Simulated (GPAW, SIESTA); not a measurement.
A SIESTA input for a self-consistent single point of SrGe2Ru2 (I4/mmm, 5 atoms in the cell) (DFT, GGA PBEsol, numerical atomic orbitals TZP, PseudoDojo PBEsol standard norm-conserving potentials (rewritten from UPF to PSML)):

```
# files in the folder: Sr.psml Ge.psml Ru.psml (PseudoDojo PBEsol standard)
SystemName  Sr(GeRu)2
SystemLabel Sr(GeRu)2

NumberOfAtoms                5
NumberOfSpecies              3
%block ChemicalSpeciesLabel
  1 38 Sr
  2 32 Ge
  3 44 Ru
%endblock ChemicalSpeciesLabel
LatticeConstant              1.0 Ang
%block LatticeVectors
    -2.152413000    2.152413000    5.146973000
     2.152413000   -2.152413000    5.146973000
     2.152413000    2.152413000   -5.146973000
%endblock LatticeVectors
AtomicCoordinatesFormat      Fractional
%block AtomicCoordinatesAndAtomicSpecies
     0.000000000    0.000000000    0.000000000  1
     0.642180000    0.642180000    0.000000000  2
     0.357820000    0.357820000    0.000000000  2
     0.750000000    0.250000000    0.500000000  3
     0.250000000    0.750000000    0.500000000  3
%endblock AtomicCoordinatesAndAtomicSpecies

XC.functional                GGA
XC.authors                   PBEsol
PAO.BasisSize                TZP
PAO.EnergyShift              0.01 Ry
MeshCutoff                   350 Ry
%block kgrid.MonkhorstPack
    6   0   0  0.0
    0   6   0  0.0
    0   0   6  0.0
%endblock kgrid.MonkhorstPack
OccupationFunction           MP
OccupationMPOrder            0
ElectronicTemperature        0.05 eV

MaxSCFIterations             150
SCF.Mixer.Method             Pulay
SCF.Mixer.Weight             0.1
SCF.Mixer.History            8
SCF.DM.Tolerance             1.0E-05
Diag.ParallelOverK           true
WriteForces                  true
```

Translate this input to GPAW.

This is the input that was run; spellings and numerical settings could be chosen otherwise.

```python
from ase import Atoms
from ase.units import GPa
from gpaw import GPAW

atoms = Atoms(['Sr', 'Ge', 'Ge', 'Ru', 'Ru'],
              cell=[[-2.152413, 2.152413, 5.146973],
                    [2.152413, -2.152413, 5.146973],
                    [2.152413, 2.152413, -5.146973]],
              positions=[[0.000000, 0.000000, 0.000000],
                         [-0.000000, 0.000000, 6.610566],
                         [0.000000, -0.000000, 3.683380],
                         [0.000000, 2.152413, 2.573487],
                         [2.152413, 0.000000, 2.573487]],
              pbc=True)

calc = GPAW(mode={'name': 'pw', 'ecut': 600},
            xc='PBEsol',
            kpts={'size': (6, 6, 6), 'gamma': True},
            occupations={'name': 'methfessel-paxton', 'width': 0.05, 'order': 0},
            nbands=-13,
            convergence={'density': 1e-05, 'energy': 1e-05},
            symmetry={'symmorphic': False, 'tolerance': 0.0005},
            maxiter=120)

atoms.calc = calc

energy = atoms.get_potential_energy()
print('Energy (eV):', round(energy, 6))
forces = atoms.get_forces()
print('Forces (eV/Ang):')
print(forces.round(5))
stress = atoms.get_stress()
print('Stress (GPa, Voigt):', (stress / GPa).round(4))
```

Basis, cutoffs, solver keys and any potentials are the target program's own. This input uses DFT PBEsol, plane waves, GPAW PAW datasets PBEsol (made by gpaw-setup).

The starting cell comes from a database of computed structures (which also holds hypothetical and non-ambient phases and stackings), without a prior relaxation at this level. Its lattice was rescaled by a random factor within 2.5 % of one.
